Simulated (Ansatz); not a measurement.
For MoP (model structure, started from the NbAs type, I4₁md, No. 109, 4 atoms in the cell), PBE in Ansatz (plane waves, PAW) gives:

* **lattice constant a**: 3.220 Å
* **c axis length**: 11.235 Å

Problem. What does PBE-D3(BJ) in Ansatz (PAW) give for the same quantities?

Solution. 
- lattice constant a: 3.192 Å (shrinks by 0.9 %)
- lattice parameter c: 11.082 Å (drops by 1.4 %)

Changes are worked out from the printed values.

Unless a cell is named, each level is at its own relaxed cell (PBE 14.57, PBE-D3(BJ) 14.11 Å³/atom).

Ansatz's density-functional and Hartree–Fock values are scalar-relativistic unless marked +SOC, with PAW data made under PBE.

A model structure was made by putting elements into a prototype or built by hand; it is no filed structure, need not be a known phase, and can be a saddle point held by its symmetry.

Ansatz is an electronic-structure program.
